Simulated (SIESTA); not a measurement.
A working SIESTA input for NaLaZrSnO6 (F-43m, 10 atoms in the cell) (DFT, GGA PBEsol, numerical atomic orbitals TZP, PseudoDojo PBEsol standard norm-conserving potentials (rewritten from UPF to PSML)):

```
# files in the folder: Na.psml La.psml Zr.psml Sn.psml O.psml (PseudoDojo PBEsol standard)
SystemName  NaLaZrSnO6
SystemLabel siesta

NumberOfAtoms                10
NumberOfSpecies              5
%block ChemicalSpeciesLabel
  1 11 Na
  2 57 La
  3 40 Zr
  4 50 Sn
  5 8 O
%endblock ChemicalSpeciesLabel
LatticeConstant              5.821964 Ang
%block LatticeVectors
     0.000000000    0.707106743    0.707106743
     0.707106743    0.000000000    0.707106743
     0.707106743    0.707106743    0.000000000
%endblock LatticeVectors
AtomicCoordinatesFormat      Fractional
%block AtomicCoordinatesAndAtomicSpecies
     0.750000000    0.750000000    0.750000000  1
     0.250000000    0.250000000    0.250000000  2
     0.500000000    0.500000000    0.500000000  3
     0.000000000    0.000000000    0.000000000  4
     0.752250000    0.247750000    0.247750000  5
     0.752250000    0.247750000    0.752250000  5
     0.247750000    0.752250000    0.752250000  5
     0.247750000    0.752250000    0.247750000  5
     0.752250000    0.752250000    0.247750000  5
     0.247750000    0.247750000    0.752250000  5
%endblock AtomicCoordinatesAndAtomicSpecies

XC.functional                GGA
XC.authors                   PBEsol
PAO.BasisSize                TZP
PAO.EnergyShift              0.01 Ry
MeshCutoff                   350 Ry
%block kgrid.MonkhorstPack
    4   0   0  0.5
    0   4   0  0.5
    0   0   4  0.5
%endblock kgrid.MonkhorstPack
OccupationFunction           MP
OccupationMPOrder            0
ElectronicTemperature        580.23 K

MaxSCFIterations             150
SCF.Mixer.Method             Broyden
SCF.Mixer.Weight             0.1
SCF.Mixer.History            6
SCF.DM.Tolerance             1.0E-05
Diag.ParallelOverK           true
WriteForces                  true
```

The run converged in 19 iterations: free energy E − TS -8413.3428 eV; top of the valence band (on the code's own zero) -6.73 eV; gap on the k-point mesh 3.42 eV; pressure -5.68 GPa; largest force (vector length) 0.484 eV/Å. Each of these slips is then made, one at a time:

(1)
```diff
-SCF.DM.Tolerance             1.0E-05
+SCF.DM.Tolerance             1.0E-01
+SCF.H.Tolerance              1.0 eV
```

(2)
```diff
+Spin                         spin-orbit
+%block DM.InitSpin
+  1 0.00 0.00 0.00
+  2 0.00 0.00 0.00
+  3 0.00 0.00 0.00
+  4 0.00 0.00 0.00
+  5 0.00 0.00 0.00
+  6 0.00 0.00 0.00
+  7 0.00 0.00 0.00
+  8 0.00 0.00 0.00
+  9 0.00 0.00 0.00
+  10 0.00 0.00 0.00
+%endblock DM.InitSpin
```

Task: How does each altered input end?

Result: 
(1) A convergence threshold that is too loose. The run converged in 6 iterations without an error; against the sound input the free energy goes up by 1.0 meV/atom, the pressure goes from -5.68 to -5.43 GPa, the largest force goes from 0.484 to 0.449 eV/Å and the gap on the mesh goes from 3.417 to 3.371 eV.

(2) Spin-orbit coupling with scalar-relativistic potentials. The program stopped before any SCF iteration.

The starting cell comes from a database of computed structures (which also holds hypothetical and non-ambient phases and stackings), without a prior relaxation at this level. Values carry the incompleteness of an atom-centred basis. In the base run, with a pressure of about -6 GPa the cell is away from its equilibrium volume at this level. The shifted mesh does not hold Γ, so a gap read on it misses any band edge there.

Left out of this page: 3 runs of the series outside the window shown, repeating another row's setting, or not comparable.
